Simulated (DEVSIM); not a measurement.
System: illuminated Si p-on-n cell, one wavelength, with a back-surface field, at 300 K.

```
layer (left to right)  material  thickness (μm)  Nd (cm⁻³)  Na (cm⁻³)  τn (s)  τp (s)  absorption coefficient (cm⁻¹)
---------------------  --------  --------------  ---------  ---------  ------  ------  -----------------------------
1                            Si          0.0770          -     7.5e17    2e-5  3.4e-6                          20000
2                            Si             190     1.3e16          -  0.0002  0.0002                          20000
3                            Si           0.930     8.8e18          -  0.0002  0.0002                          20000
```

Left contact: ohmic, minority electron recombination velocity 3e5 cm/s. Right contact: ohmic, minority hole recombination velocity 2000 cm/s. Voltage is applied to the left contact. Recombination: SRH at mid-gap, radiative, Auger. Gap narrowing is on: ΔEg = 6.92 meV × (l + √(l² + 0.5)), l = ln(N/1.3e17 cm⁻³), shared equally by both band edges. Light enters at the left, 2.6e17 photons cm⁻² s⁻¹, one pass, no reflection. Mobility is constant in doping. Where it depends on doping, it is μmin + (μ − μmin)/(1 + (N/Nref)^α).

This is a model device: material constants are rounded textbook-type values typed into the input, and sizes, dopings and lifetimes were drawn at random. Values at 300 K. The table also holds parameters that only a changed run uses.

```
parameter           Si
-------------  -------
gap (eV)         1.124
affinity (eV)     4.05
permittivity      11.7
Nc (cm⁻³)      2.86e19
Nv (cm⁻³)       3.1e19
μn (cm²/Vs)       1417
μp (cm²/Vs)        470
μn,min              52
μp,min              45
Nref,n          9.7e16
Nref,p          2.2e17
αn                0.68
αp                0.72
B (cm³/s)      4.7e-15
Cn (cm⁶/s)     2.8e-31
Cp (cm⁶/s)     9.9e-32
```

DEVSIM, 1D drift-diffusion, Boltzmann statistics, complete ionisation; no tunnelling, impact ionisation, image-force lowering or self-heating.

Base results: fill factor 0.82; short-circuit current (mA/cm²) 41.5; share of generated pairs collected at short circuit 0.995; dark forward voltage at 100 A/cm² (V) 0.882.

### Question
What follows from this one change: recombination velocity at the left contact 300000 → 10 cm/s?

### Answer
fill factor 0.82 → 0.84; short-circuit current little changed (41.6 mA/cm²); share of generated pairs collected at short circuit little changed (0.999); dark forward voltage at 100 A/cm² 0.882 → 0.923 V.

### Question
What follows from this one change: doping-dependent mobility in place of the constant one?

### Answer
fill factor little changed (0.82); short-circuit current 41.5 → 41.0 mA/cm²; share of generated pairs collected at short circuit 0.995 → 0.985; dark forward voltage at 100 A/cm² 0.882 → 0.898 V.

### Question
What follows from this one change: Auger recombination switched off?

### Answer
fill factor little changed (0.82); short-circuit current little changed (41.5 mA/cm²); share of generated pairs collected at short circuit little changed (0.995); dark forward voltage at 100 A/cm² 0.882 → 0.872 V.
